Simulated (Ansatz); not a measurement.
Take Si in the diamond structure (space group Fd-3m, No. 227; a = 5.444 Å) as the base. Axes: x, y, z lie along the cube axes.

All numbers come from Ansatz (a first-principles code), r2SCAN, PAW, cutoff 500 eV, no spin-orbit coupling.

Strains are applied to the cell and any free atomic positions relax.

One change was made to it. Results:

```tsv
quantity	base	after
valence-band top at Γ (three highest levels, from the VBM)	0.00, 0.00, 0.00 eV	0.00, 0.00, -0.04 eV
valley order (the lowest conduction-band minima on the path, energy above the VBM, named in the base's zone)	a point along ⟨100⟩, about 1.0 Å⁻¹ from Γ 0.78 eV; L along ⟨111⟩ 1.84 eV	a point along [100], about 1.0 Å⁻¹ from Γ 0.76 eV; a point along [001], about 1.0 Å⁻¹ from Γ 0.80 eV; L along [1-11] 1.81 eV
smallest direct gap	2.74 eV	2.72 eV
pressure (mean of the normal stresses, compression positive)	0.00 GPa	-0.48 GPa
```

Task: Which change produced these results?
A. uniaxial strain ε_zz = +2.50 %
B. uniaxial strain ε_zz = +3.00 %
C. uniaxial strain ε_zz = +1.00 %
D. uniaxial strain ε_zz = +0.50 %
E. uniaxial strain ε_zz = +2.00 %

Result: D, uniaxial strain ε_zz = +0.50 %. For comparison, the valley order in the other runs: uniaxial strain ε_zz = +2.50 % gives a point along [100], about 0.9 Å⁻¹ from Γ 0.68 eV; a point along [001], about 1.0 Å⁻¹ from Γ 0.91 eV; L along [1-11] 1.66 eV; uniaxial strain ε_zz = +3.00 % gives a point along [100], about 0.9 Å⁻¹ from Γ 0.66 eV; a point along [001], about 1.0 Å⁻¹ from Γ 0.93 eV; L along [1-11] 1.62 eV; uniaxial strain ε_zz = +1.00 % gives a point along [100], about 1.0 Å⁻¹ from Γ 0.74 eV; a point along [001], about 1.0 Å⁻¹ from Γ 0.83 eV; L along [1-11] 1.78 eV; uniaxial strain ε_zz = +2.00 % gives a point along [100], about 0.9 Å⁻¹ from Γ 0.70 eV; a point along [001], about 1.0 Å⁻¹ from Γ 0.88 eV; L along [1-11] 1.70 eV.

Stability against distortions was not tested.
